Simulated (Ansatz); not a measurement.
InSb (Fm-3m, No. 225, 2 atoms in the cell; start mp-10149; a measured phase of this formula has another space group), treated with r²SCAN (plane waves, PAW; Ansatz, a quantum-chemistry and plane-wave program).

The input as run:

Ansatz 0.2 input:
```yaml
crystal:
  lattice:
    - [0.0, 3.0236107613, 3.0236107613]
    - [3.0236107613, 0.0, 3.0236107613]
    - [3.0236107613, 3.0236107613, 0.0]
  atoms:
    - { symbol: In, position: [0.0, 0.0, 0.0] }
    - { symbol: Sb, position: [0.5, 0.5, 0.5] }
basis:
  ecutwfc: 560
  ecutrho_ratio: 4
  xc_grid: 3
kpoints:
  mp_grid: { grid: [16, 16, 16] }
hamiltonian:
  xc: r2scan
  dispersion: none
  pseudopotentials: { kind: paw }
scf:
  occupations: { method: fermi_dirac, width: 0.05 }
output:
  forces: true
  stress: true
  eigenvalues: true
relax:
  f_tol: 0.004
  escape_saddle: false
  max_steps: 80
```

From the output:

```
WARN output.stress: scf.convergence.dr2_threshold = 1e-7 eV (the SCF's general default) is looser than the 2e-10 eV advised for a printed stress (1e-10 eV for …
Relaxation: its limit of steps is 80 (relax.max_steps)
Crystal: 2 atoms, lattice volume = 55.285 Å³
Basis set: ecut = 560 eV, 1687 PW (Γ), exchange–correlation on 108×108×108 points (27 copies of the dense FFT grid, shifted against one another)
Bands: 18, of which v1, the nominal top of the filled ones, is band 14 counted from 1 (13 counted from 0)
Symmetry: 48 space group operations
Space group: Fm-3m (ITA 225), of the structure as read, at distance tolerance 3.8e-5 Å
k-points: 145 of 4096
Functional: x = r2scan, c = r2scan; τ floored in thin density (d = 2e-4 eV/Å³)
SCF iter   1: F=—  HF=-12111.035212 eV  |F-HF|=—  |Δ(HF+E_count)|=         —  Δρ=6.44e-3  dr2=1.08e-2  dr2_τ=3.24e-3
SCF iter   2: F=—  HF=-12111.050166 eV  |F-HF|=—  |Δ(HF+E_count)|=   1.50e-2  Δρ=2.95e-3  dr2=2.52e-3  dr2_τ=8.32e-5
  ...
SCF 1 converged in 6 iterations: F = -12111.050450 eV  dr2 = 5.88e-8
Crystal: 2 atoms, lattice volume = 55.285 Å³
Initial density: handed on by an earlier stage of this run
SCF iter   1: F=—  HF=-12111.050450 eV  |F-HF|=—  |Δ(HF+E_count)|=         —  Δρ=1.30e-5  dr2=5.88e-8  dr2_τ=1.34e-9
SCF iter   2: F=-12111.050450 eV  HF=-12111.050450 eV  |F-HF|=6.25e-9  |Δ(HF+E_count)|=   1.60e-8  Δρ=7.15e-6  dr2=2.50e-8  dr2_τ=2.79e-10
SCF 2 converged in 2 iterations: F = -12111.050450 eV  dr2 = 2.50e-8
SCF converged after 2 iterations
Free energy (F): -12111.050450 eV
Internal energy: -12111.040859 eV  (E = F + TS)
E sigma→0 (E₀):  -12111.045655 eV
Fermi energy:    9.880630 eV
--- Stress (GPa, compression-positive) ---
        1.166429      -0.000000       0.000000
       -0.000000       1.166429      -0.000000
        0.000000       0.000000       1.166429
  P = ⅓ Tr σ = 1.1664 GPa (11.664 kbar)
```

The cell is one volume of an energy–volume scan, off the minimum.

The PAW data were made under PBE.

Note: the relaxation could not lower the start's symmetry, so the cell can be a saddle point above a distorted one.

A start named mp-… is a Materials Project structure, which need not be a measured phase.
